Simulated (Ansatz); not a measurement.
Several settings converged on the (111) slab of Ca (cut from a parent of space group no. 225; 3 atoms in the cell)

```
Ca
1.0
    3.95749     0.00000     0.00000
    1.97875     3.42729     0.00000
    0.00000     0.00000    20.46258
Ca
3
Direct
  0.00000   0.00000   0.34209
  0.33333   0.33333   0.50000
  0.66667   0.66667   0.65791
```

Base method: PBEsol, default PAW files made with PBE (plane waves; Ansatz, an electronic-structure program).

Base settings: basis.ecutwfc = 420 eV; kpoints.mp_grid.grid = 9 9 1; hamiltonian.xc = pbesol; hamiltonian.pseudopotentials = {kind: paw} (the program's default PAW files); scf.occupations.method = gaussian; scf.occupations.width = 0.1 eV.

The count of work is k-points × plane waves × bands × iterations; it is no time. 

**The k-point mesh**

Only quantities that move along the ladder and can be compared are tabulated.

```tsv
kpoints.mp_grid.grid	free energy less the last step's (meV/atom)	largest difference of a force vector from the last step's (eV/Å)	count of work / last
2 2 1	190.91	0.391	0.040
3 3 1	20.53	0.045	0.053
4 4 1	-18.30	0.028	0.070
5 5 1	8.22	0.042	0.077
6 6 1	6.22	0.007	0.12
7 7 1	-0.64	0.030	0.14
8 8 1	-3.43	0.022	0.15
9 9 1	3.55	0.007	0.18
10 10 1	-0.69	0.017	0.25
11 11 1	-0.09	0.003	0.25
13 13 1	1.13	0.008	0.37
15 15 1	1.07	0.007	0.42
18 18 1	0.23	0.002	0.57
21 21 1	0.02	0.001	0.74
25 25 1	0.00	0.000	1.0
```

Coarsest kpoints.mp_grid.grid that holds the free energy within 0.5 meV/atom of the last step, with all finer ones: 18 18 1; the step before is off by 1.1 meV/atom.

**The depth of the slab**

On a (111) slab of Ca (cut from a parent of space group no. 225; 1 atoms in the cell), and deeper slabs.

Surface energy = (E_slab − N e_bulk)/2A, with e_bulk from the bulk crystal on its finest mesh (256 k-points); errors per atom of slab and bulk, whose meshes differ, grow with N.

The mesh stays at the base's, so the ladder's end is converged at best in this setting alone.

Only quantities that move along the ladder and can be compared are tabulated.

| atoms | unrelaxed surface energy (J/m²) | count of work / last |
|---|---|---|
| 1 | 0.504 | 0.044 |
| 2 | 0.495 | 0.098 |
| 3 | 0.507 | 0.16 |
| 4 | 0.512 | 0.26 |
| 5 | 0.505 | 0.37 |
| 6 | 0.501 | 0.51 |
| 7 | 0.503 | 0.57 |
| 9 | 0.507 | 1.0 |

State of the unrelaxed surface energy at the end of the ladder: still drifting one way, by 0.006 J/m² over the last two steps, so the last step is no safe reference.

On the base run: the starting cell has typed, rounded lattice constants, without a prior relaxation at this level. The slab is cut from that crystal, and its faces are unrelaxed. Its lattice was rescaled by up to half a per cent.

Keys are those of Ansatz 0.2.
